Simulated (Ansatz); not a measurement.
AlN (model structure, Fm-3m, No. 225, 6 atoms in the cell; like a known high-pressure phase), treated with r²SCAN in Ansatz (plane waves, PAW).

Settings: plane-wave cutoff 560 eV, 12×12×6 k mesh (along the axes of the cell as run), Fermi–Dirac smearing 0.01 eV, scalar-relativistic PAW data made under PBE.

The cell is the one relaxed with PBEsol. Conventional cell: a = 4.0453 Å, b = 4.0453 Å, c = 4.0453 Å, α = 90.00°, β = 90.00°, γ = 90.00°.

```yaml
crystal:
  lattice:
    - [2.86043, 0.00000, 0.00000]
    - [-1.43022, 2.47721, 0.00000]
    - [0.00000, 0.00000, 7.00659]
  atoms:
    - { symbol: Al, position: [0.66666, 0.00000, 0.66667] }
    - { symbol: Al, position: [0.00000, 0.66666, 0.33333] }
    - { symbol: Al, position: [0.33334, 0.33334, 0.00000] }
    - { symbol: N, position: [0.66667, 0.00000, 0.16667] }
    - { symbol: N, position: [0.00000, 0.66667, 0.83333] }
    - { symbol: N, position: [0.33333, 0.33333, 0.50000] }
```

Q: List the 15 lowest band energies at Γ above −25 eV (eV, relative to the valence band maximum), grouping those that round alike.

A: At Γ: -18.38, -16.31 (×2), -6.34 (×2), -0.89 (×4), 0.00 (×3), 6.45, 7.30 (×2).

Note: cell and atoms aren't relaxed at this level (pressure -1.5 GPa).

A model structure was made by putting elements into a prototype or built by hand; it is no filed structure, need not be a known phase, and can be a saddle point held by its symmetry.

Ansatz is a first-principles code.
